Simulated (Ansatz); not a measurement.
# BN: pressure series

The parent structure is BN in the zinc blende structure (space group F-43m, No. 216).

```
CELL_PARAMETERS angstrom
      0.00000     1.80284     1.80284
      1.80284     0.00000     1.80284
      1.80284     1.80284     0.00000
ATOMIC_POSITIONS crystal
  B  0.00000 0.00000 0.00000
  N  0.25000 0.25000 0.25000
```

Cell and atoms are relaxed at each pressure.

The values are results of PBEsol (Ansatz, an electronic-structure program, PAW, without spin-orbit coupling), not measurements.

```
change            smallest direct gap  volume per atom  width of the top valence band
----------------  -------------------  ---------------  -----------------------------
base                          8.81 eV          5.86 Å³                        6.64 eV
pressure −2 GPa               8.78 eV          5.89 Å³                        6.60 eV
pressure −1 GPa               8.79 eV          5.87 Å³                        6.62 eV
pressure 0.9 GPa              8.82 eV          5.85 Å³                        6.65 eV
pressure 2.1 GPa              8.83 eV          5.83 Å³                        6.67 eV
pressure 9 GPa                8.91 eV          5.73 Å³                        6.80 eV
pressure 15 GPa               8.98 eV          5.65 Å³                        6.90 eV
pressure 30 GPa               9.13 eV          5.47 Å³                        7.14 eV
```

Load acts through the strain it causes; cell and atoms are relaxed under it. Stability against distortions was not tested. No other phases were tried under pressure.
